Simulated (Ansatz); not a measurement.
# A computed series for Ag: response to strain

The reference is Ag in the fcc (Cu type) structure (space group Fm-3m, No. 225; a = 4.0009 Å; relaxed with 0.1 eV smearing).

Strains are applied to the cell and any free atomic positions relax.

The values are results of LDA (Ansatz, a quantum-chemistry and plane-wave program, PAW, without spin-orbit coupling), not measurements.

Notes on the quantities. energy relative to the base: free energy F.

```
change                    pressure  energy relative to the base  volume per atom
------------------------  --------  ---------------------------  ---------------
base                       0.0 GPa                   0 meV/atom         16.01 Å³
isotropic strain −3.00 %  16.4 GPa                 +65 meV/atom         14.61 Å³
isotropic strain −2.50 %  13.1 GPa                 +44 meV/atom         14.84 Å³
isotropic strain −2.00 %  10.0 GPa                 +27 meV/atom         15.07 Å³
isotropic strain −1.50 %       [?]                          [?]         15.30 Å³
isotropic strain −1.00 %   4.6 GPa                +6.6 meV/atom         15.53 Å³
isotropic strain +0.50 %  -2.0 GPa                +1.5 meV/atom         16.25 Å³
isotropic strain +1.00 %  -3.8 GPa                +6.0 meV/atom         16.50 Å³
isotropic strain +1.50 %  -5.5 GPa                 +13 meV/atom         16.74 Å³
isotropic strain +2.50 %  -8.3 GPa                 +35 meV/atom         17.24 Å³
```

### Question
Complete the table.

### Answer

- isotropic strain −1.50 %, pressure: 7.2 GPa
- isotropic strain −1.50 %, energy relative to the base: +15 meV/atom

No phonon test of stability was made.
